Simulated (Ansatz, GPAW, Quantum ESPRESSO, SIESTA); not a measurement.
## IrRh3 (Pm-3m, 4 atoms in the cell) computed with different codes at matched settings

Self-consistent single point.

```
IrRh3
1.0
    3.81706     0.00000     0.00000
    0.00000     3.81706     0.00000
    0.00000     0.00000     3.81706
Ir Rh
1 3
Direct
  0.00000   0.00000   0.00000
  0.00000   0.50000   0.50000
  0.50000   0.00000   0.50000
  0.50000   0.50000   0.00000
```

Shared settings, as Ansatz (an electronic-structure program) writes them: kpoints.mp_grid.grid = 4 4 4; scf.occupations.method = fermi_dirac; scf.occupations.width = 0.1 eV. Potentials and cutoffs stand in the table.

```
code                                                                                                                                 model  pressure (GPa)       cutoff
----------------  ------------------------------------------------------------------------------------------------------------------------  --------------  -----------
GPAW                                                                         LDA (Perdew-Wang 92), GPAW PAW datasets LDA (gpaw-data 1.0.1)           -9.02       600 eV
Ansatz                                                                                                 LDA (PW92), PAW files made with PBE           -9.82       420 eV
SIESTA            LDA PW92, numerical atomic orbitals TZP, PseudoDojo LDA standard norm-conserving potentials (rewritten from UPF to PSML)           -8.94  grid 300 Ry
Quantum ESPRESSO                                                                       LDA (PZ), GBRV 1.5 ultrasoft (LDA) pseudopotentials          -10.88        40 Ry
```

On Ansatz's run: spin-orbit coupling is off. Spin polarisation is off.

The spread over the programs that give each value: pressure within 1.94 GPa.

SIESTA uses small atom-centred bases, whose incompleteness enters pressures, forces and empty levels differently from a plane-wave cutoff. Ansatz's pressure is given at a fixed set of plane waves, as the other plane-wave codes print theirs; with its correction for the finite basis it is -9.74 GPa. The same LDA comes in different parametrisations, which differ slightly. In the pressure, Quantum ESPRESSO (by 1.06) lies more than 1 GPa from the median of the plane-wave programs.

On the base mesh (6 6 6) the same programs gave: Ansatz pressure -11.97 GPa; Quantum ESPRESSO pressure -12.98 GPa; GPAW pressure -11.20 GPa; SIESTA pressure -11.18 GPa.

The values differ from the base mesh's, so the mesh still matters here: the table compares the programs at equal settings.

The starting cell comes from a database of computed structures (which also holds hypothetical and non-ambient phases and stackings), without a prior relaxation at this level.

Left out of this page: ABINIT (with a known weakness of the program); CP2K (on another mesh); Elk (not drawn, or without a comparable value).

Keys are those of Ansatz 0.2.
